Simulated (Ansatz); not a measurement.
**What x(Cu) = 0.5, 2 atoms, R-3m does to Al**

Take Al in the fcc (Cu type) structure (space group Fm-3m, No. 225; a = 4.0140 Å) as the base.

The other end (x = 1) is Cu in the fcc (Cu type) structure (space group Fm-3m, No. 225): 11.31 Å³/atom, gap zero.

Perturbation: a fraction x = 0.5 of the Al sites is given to Cu, ordered in a cell of 2 atoms (starting symmetry R-3m) and fully relaxed.

Computed with PBEsol in Ansatz (plane waves to 420 eV, PAW, spin-orbit coupling left out), earlier PAW set. Γ-centred 20×20×20 mesh, Fermi–Dirac width 0.05 eV.

* **Shortest interatomic distance**: 2.578 Å (base 2.838 Å)
* **Band gap**: zero (base zero)
* **Mixing energy**: -0.11 eV/atom (to 0.01 eV only: unlike meshes or grids)

These are small ordered cells, not random alloys; other orderings at the same x differ. Stability against distortions was not tested. All final runs are without spin polarisation.

Ansatz is an electronic-structure program.
